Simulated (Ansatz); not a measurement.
Consider the following.

End structure of CO on the 1x1 (110) surface of bcc Mo, one in a 1x1 cell, started at the site 'hollow Mo-Mo-Mo':

```yaml
crystal:
  lattice:
    - [2.73735, 0.00000, 0.00000]
    - [-0.91245, 2.58080, 0.00000]
    - [0.00000, 0.00000, 26.00000]
  atoms:
    - { symbol: Mo, position: [0.50000, 0.50000, 0.37429] }
    - { symbol: Mo, position: [0.00000, 0.00000, 0.45665] }
    - { symbol: Mo, position: [0.49966, 0.50034, 0.54261] }
    - { symbol: Mo, position: [0.00230, 0.99770, 0.62882] }
    - { symbol: C, position: [0.22490, 0.77510, 0.69704] }
    - { symbol: O, position: [0.26726, 0.73274, 0.74117] }
```

Slab: 6 atoms, 6.5 Å thick at the start under the adsorbate (thin: gaps and levels are the slab's own); k 12x12x1, smearing 0.1 eV, dipole-corrected; 2 atoms held, the rest relaxed; start symmetry kept, larger cells not searched; no spin, no spin-orbit, no U, no dispersion correction. At the end it is bonded to Mo. In PBE it is, or lies within 0.03 eV of, the lowest of the starts that converged.

A negative adsorption energy means that the adsorbate is more stable on the surface than in its reference.

Give the work function of the top face at the level Ansatz (a first-principles code) with PBE.

6.98 eV

What is the computed change of the work function (PBE)?

2.39 eV

Give the change of the step from the bottom to the top vacuum level, against the clean slab at the level PBE.

2.44 eV

Give the adsorption energy against CO(g) at the level PBE.

-137 kJ/mol
